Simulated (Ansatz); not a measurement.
The parent structure is WSe$_{2}$ in the 2H-MoS2 type structure (space group P6_3/mmc, No. 194; a = 3.300 Å, c = 13.151 Å; layered, stacked along the Cartesian z axis). Axes: x lies along a and z along c of the hexagonal cell.

Method: Kohn–Sham DFT with the r2SCAN+rVV10 functional, run in Ansatz (a program for electronic structure) with PAW and 500 eV plane waves, no spin-orbit coupling.

Before the change:

- Hole mass = 0.96 mₑ along c, 0.77 mₑ across (at Γ)
- Smallest direct gap = 1.61 eV

Perturbation: biaxial strain −0.86 %, plane normal [001], relaxed out of plane (Cartesian); in-plane vectors clamped, the third vector and the atoms free.

Problem. Estimate the effect on the hole mass.

Solution. The hole mass goes from 0.96 mₑ along c, 0.77 mₑ across (at Γ) to 0.87 mₑ (at Γ).

Problem. How does this affect the smallest direct gap?

Solution. The smallest direct gap increases by 0.12 eV (1.61 eV → 1.73 eV).

With W present, leaving out spin-orbit coupling can change the band edges. Masses are band curvatures over ±0.01 Å⁻¹ around the edge. Whether these cells are dynamically stable was not tested.
